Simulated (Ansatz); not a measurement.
Ansatz (a first-principles code) run on Bi (R-3m, 2 atoms in the cell): self-consistent single point

Method of the run: PBEsol, default PAW files made with PBE (plane waves; Ansatz).

The input file:

Ansatz 0.2 input:
```yaml
crystal:
  lattice:
    - [4.144990, -2.263625, 0.000000]
    - [4.144990, 2.263625, 0.000000]
    - [2.908800, 0.000000, 3.720729]
  atoms:
    - { symbol: Bi, position: [0.238237, 0.238237, 0.238237] }
    - { symbol: Bi, position: [0.766000, 0.766000, 0.766000] }
basis:
  ecutwfc: 420.0 eV
kpoints:
  mp_grid: { grid: [9, 9, 9] }
hamiltonian:
  xc: pbesol
  pseudopotentials: { kind: paw }
scf:
  occupations: { method: gaussian, width: 0.1 eV }
output:
  forces: true
  eigenvalues: true
  stress: true
```

Log, with long lists cut:

```
WARN ansatz: RAYON_NUM_THREADS=1 ignored (pool sized by the plan → 1); use --threads N
Pseudopotentials: kind: paw
Pseudopotential: Bi, paw, valence charge 15
Crystal: 2 atoms, lattice volume = 69.821 Å³
Basis set: ecut = 420 eV, 1345 PW (Γ), exchange–correlation on 64×64×64 points (8 copies of the dense FFT grid, shifted against one another)
Bands: 19, of which v1, the nominal top of the filled ones, is band 15 counted from 1 (14 counted from 0)
Symmetry: 12 space group operations
Space group: R-3m (ITA 166), of the structure as read, at distance tolerance 4.1e-5 Å
k-points: 85 of 729
PAW frozen core: Bi, regenerated for the run's functional, and the local potential with it
Initial density: superposition of atomic densities (neutral atoms: chi_scale 0, normalization atom), corrected by the library's trained network
Initial wavefunctions: pseudopotential atomic-orbital guess
Eigensolver: davidson
Functional: x = pbesol(κ = 0.804, μ = 0.12345679012345678), c = pbesol(β = 0.046)
SCF iter   1: F=—  HF=-24484.010705 eV  |F-HF|=—  |Δ(HF+E_count)|=         —  Δρ=1.74e-3  dr2=2.39e-3  ethr=1.77e-3  ⟨swp⟩=6.0  Hψ=7695  notcnv=0
all-band conjugate gradients solve this SCF's bands
preconditioner: auto → Kerker (q_TF=auto, 2.370 Å⁻¹)
SCF iter   2: F=—  HF=-24484.009583 eV  |F-HF|=—  |Δ(HF+E_count)|=   1.12e-3  Δρ=1.06e-3  dr2=9.81e-4  ethr=7.95e-6  ⟨swp⟩=2.9  Hψ=3773  notcnv=0
SCF iter   3: F=—  HF=-24484.009387 eV  |F-HF|=—  |Δ(HF+E_count)|=   1.96e-4  Δρ=3.44e-4  dr2=7.73e-5  ethr=3.27e-6  ⟨swp⟩=2.0  Hψ=2891  notcnv=0
SCF iter   4: F=—  HF=-24484.009359 eV  |F-HF|=—  |Δ(HF+E_count)|=   2.77e-5  Δρ=1.45e-4  dr2=2.95e-5  ethr=2.58e-7  ⟨swp⟩=2.0  Hψ=2891  notcnv=0
SCF iter   5: F=—  HF=-24484.009357 eV  |F-HF|=—  |Δ(HF+E_count)|=   2.85e-6  Δρ=6.47e-5  dr2=4.40e-6  ethr=9.85e-8  ⟨swp⟩=2.4  Hψ=2045  notcnv=0
SCF iter   6: F=—  HF=-24484.009356 eV  |F-HF|=—  |Δ(HF+E_count)|=   3.70e-7  Δρ=1.48e-5  dr2=2.01e-7  ethr=1.47e-8  ⟨swp⟩=3.0  Hψ=2891  notcnv=0
SCF iter   7: F=-24484.009356 eV  HF=-24484.009356 eV  |F-HF|=1.43e-9  |Δ(HF+E_count)|=   5.70e-9  Δρ=2.50e-6  dr2=5.20e-9  ethr=3.33e-10  ⟨swp⟩=6.1  Hψ=8026  notcnv=0
SCF 1 converged in 7 iterations: F = -24484.009356 eV  dr2 = 5.20e-9
SCF converged after 7 iterations
Free energy (F): -24484.009356 eV
Harris-Foulkes:  -24484.009356 eV  (|F-HF|=1.43e-9)
Internal energy: -24484.008126 eV  (E = F + TS)
E sigma→0 (E₀):  -24484.008741 eV
Entropy (-TS):   -0.001230 eV (-0.615 meV/atom)
Fermi energy:    9.621829 eV
--- Per-component energies (eV) ---
  E_band       = -218.373848
  E_kinetic    = 605.334295
  E_local      = -3098.974650  (includes V_loc(G=0)·N_el)
  E_nonlocal   = 1122.988974
  E_hartree    = 1007.377453
  E_xc         = -300.118263
  E_vxc        = -287.795517  (∫ρ·V_xc dr)
  E_paw        = -21019.222067  (= ΣΔE_a)
  E_vpaw       = -574.683741  (= ΣTr[D̂ρ^β])
  E_aug_tail   = -0.000933  (compensation charges beyond the density's cutoff)
  E_ewald      = -2801.572439
  E_core_change = 0.179504  (= ΣΔE_core)
  E_smearing   = -0.001230  (= −TS)
  E_closure    = 0.000000  (closes the sum)
  Σ components = -24484.009356   (vs F -24484.009356, Δ=0.00e0)
--- Forces (eV/Å), atoms counted from 1 ---
  atom   1  Bi    -0.03455586    -0.00000000    -0.01148098
  atom   2  Bi     0.03455586     0.00000000     0.01148098
  max |Σ_I F_I| component: 3.30e-17 eV/Å
--- Stress (GPa, compression-positive) ---
       -0.693170       0.000000      -0.083084
        0.000000      -0.443101       0.000000
       -0.083084       0.000000      -0.470705
  P = ⅓ Tr σ = -0.5357 GPa (-5.357 kbar)
  The stress holds the Pulay correction. Without it, at fixed plane waves, as pw.x and ABINIT print it: P = -0.5609 GPa
--- Band table (eV; the first three rows and the last of 85) ---
  k-point 0: bands = ["-13.2097", "-13.2097", "-13.0556", "-13.0556", "-13.0457", "-12.8704", "-12.8617", "-12.8617", "-12.7378", "-12.7378", "-3.4468", "2.2162", "8.1097", "8.4770", "8.4770", "12.3329", "12.6645", "12.6645", "15.1437"]
  k-point 1: bands = ["-13.1998", "-13.1978", "-13.0514", "-13.0488", "-13.0395", "-12.8759", "-12.8674", "-12.8658", "-12.7511", "-12.7483", "-3.3298", "1.9439", "8.1732", "8.4752", "8.4792", "12.0116", "12.1827", "12.3521", "14.7579"]
  k-point 2: bands = ["-13.1723", "-13.1635", "-13.0407", "-13.0296", "-13.0210", "-12.8941", "-12.8837", "-12.8758", "-12.7879", "-12.7772", "-2.9836", "1.2342", "8.2622", "8.4870", "8.5728", "11.0225", "11.5483", "11.6685", "14.7445"]
  k-point 84: bands = ["-13.1092", "-13.1072", "-13.0161", "-13.0122", "-12.9992", "-12.9123", "-12.8967", "-12.8949", "-12.8502", "-12.8495", "-2.0323", "-0.3678", "7.4215", "8.6869", "8.9819", "10.4448", "10.8392", "12.1059", "16.3236"]
```

The run converged in 7 iterations.

The starting cell has typed, rounded lattice constants, without a prior relaxation at this level. Its lattice was rescaled by up to half a per cent. One atom was moved a little off its site on purpose. Spin-orbit coupling is off. Ansatz's pressure includes its estimate of the finite-basis (Pulay) stress.
